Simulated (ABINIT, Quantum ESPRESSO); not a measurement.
A Quantum ESPRESSO input for a self-consistent single point of LaIn5Rh (P4/mmm, 7 atoms in the cell) (DFT, PBEsol, plane waves, GBRV 1.5 ultrasoft (PBESOL) pseudopotentials):

```fortran
&control
  calculation = 'scf'
  prefix = 'LaIn5Rh'
  outdir = './tmp/'
  pseudo_dir = './'
  verbosity = 'high'
  tprnfor = .true.
  tstress = .true.
/
&system
  ibrav = 0
  celldm(1) = 8.77315558
  nat = 7
  ntyp = 3
  ecutwfc = 40
  ecutrho = 320
  occupations = 'smearing'
  smearing = 'fd'
  degauss = 0.0036749
/
&electrons
  conv_thr = 1.0d-10
/
ATOMIC_SPECIES
La   138.9055  la_pbesol_v1.uspp.F.UPF
In   114.8180  in_pbesol_v1.4.uspp.F.UPF
Rh   102.9055  rh_pbesol_v1.4.uspp.F.UPF
ATOMIC_POSITIONS angstrom
La    0.00000000    0.00000000    0.00000000
In    2.32127700    2.32127700    0.00000000
In    2.32127700    0.00000000    5.21272587
In    2.32127700    0.00000000    2.31761213
In    0.00000000    2.32127700    5.21272587
In    0.00000000    2.32127700    2.31761213
Rh    0.00000000    0.00000000    3.76516900
K_POINTS automatic
5 5 3  0 0 0
CELL_PARAMETERS alat
   1.00000000     0.00000000     0.00000000
   0.00000000     1.00000000     0.00000000
   0.00000000     0.00000000     1.62202486
```

Q: Write the same calculation as an input for ABINIT.

A: This is the input that was run; spellings and numerical settings could be chosen otherwise.

```
# LaIn5Rh, JTH v2.0 PBE PAW
pp_dirpath "./"
pseudos "La.GGA_PBE-JTH.xml, In.GGA_PBE-JTH.xml, Rh.GGA_PBE-JTH.xml"
acell 8.7731555788 8.7731555788 14.2302764459
rprim
         1.0000000000    0.0000000000    0.0000000000
         0.0000000000    1.0000000000    0.0000000000
         0.0000000000    0.0000000000    1.0000000000
natom 7
ntypat 3
znucl 57 49 45
typat 1 2 2 2 2 2 3
xcart
         0.0000000000    0.0000000000    0.0000000000
         2.3212770000    2.3212770000    0.0000000000
         2.3212770000    0.0000000000    5.2127258737
         2.3212770000    0.0000000000    2.3176121263
         0.0000000000    2.3212770000    5.2127258737
         0.0000000000    2.3212770000    2.3176121263
         0.0000000000    0.0000000000    3.7651690000
      Angstrom
ecut 26
pawecutdg 52
pawxcdev 0
ixc -116133
occopt 3
tsmear 0.00183747
nband 59
kptopt 1
ngkpt 5 5 3
nshiftk 1
shiftk 0 0 0
nstep 100
tolvrs 1.0e-12
prtwf 0
prtden 0
prtvol 1
enunit 2
```

Basis, cutoffs, solver keys and any potentials are the target program's own. This input uses DFT, PBEsol, plane waves, PAW (JTH v2.0 PBE PAW, files made for PBE).

The starting cell comes from a database of computed structures (which also holds hypothetical and non-ambient phases and stackings), without a prior relaxation at this level. Its lattice was rescaled by a random factor within 2.5 % of one.
